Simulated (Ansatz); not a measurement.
# MoSi2 (space group Fddd, No. 70; a hypothetical phase, not in the database extracts checked)

```xyz
6
Lattice="0.0000 4.0284 4.3811 2.3037 0.0000 4.3811 2.3037 4.0284 0.0000" Properties=species:S:1:pos:R:3 pbc="T T T"
Si     2.3037     5.3448     4.3811
Si     2.3037     2.7119     4.3811
Si     3.4555     4.7261     6.5716
Si     3.4555     7.3590     6.5716
Mo     0.0000     0.0000     0.0000
Mo     1.1518     2.0142     2.1905
```

Level of theory: PBE/PAW in Ansatz (a first-principles code), no spin-orbit coupling. k-mesh 13×13×13 (Γ-centred); smearing 0.05 eV (Fermi–Dirac).

* **Volume per atom**: 13.55 Å³
* **Density**: 6.21 g/cm³
* **Band gap**: zero
* **Total energy**: -2076.296 eV/atom (σ→0; compares only within this code and set-up)

No phonon test of stability was made. The final runs are not spin-polarised.
